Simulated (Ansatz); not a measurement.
Band structure of Be (P6_3/mmc, 2 atoms in the cell).

```
CELL_PARAMETERS angstrom
      1.14500    -1.98320     0.00000
      1.14500     1.98320     0.00000
      0.00000     0.00000     3.58000
ATOMIC_POSITIONS crystal
  Be 0.33333 0.66667 0.25000
  Be 0.66667 0.33333 0.75000
```

Method: PBE (plane waves, PAW; Ansatz, a quantum-chemistry and plane-wave program).

Settings: kpoints.mp_grid.grid = 16 16 9; hamiltonian.xc = pbe; hamiltonian.pseudopotentials = {kind: paw} (the program's default PAW files); scf.occupations.method = fermi_dirac; scf.occupations.width = 0.1 eV; kpoints.band_path.npoints = 8.

The starting cell has typed, rounded lattice constants, without a prior relaxation at this level.

Levels in eV from the Fermi level, bands 1 to 5:
```csv
point,1,2,3,4,5
Γ,-11.16,-4.25,1.17,15.53,15.53
M,-4.90,-3.11,3.61,6.46,6.68
K,-2.41,-1.02,-1.02,6.60,6.60
A,-9.01,-9.01,10.72,10.72,17.17
L,-3.52,-3.52,1.50,1.50,11.72
H,-1.10,-1.10,0.40,0.40,6.06
```

Bands cross the Fermi level along this path, so the cell is metallic at this level.

Keys are those of Ansatz 0.2.
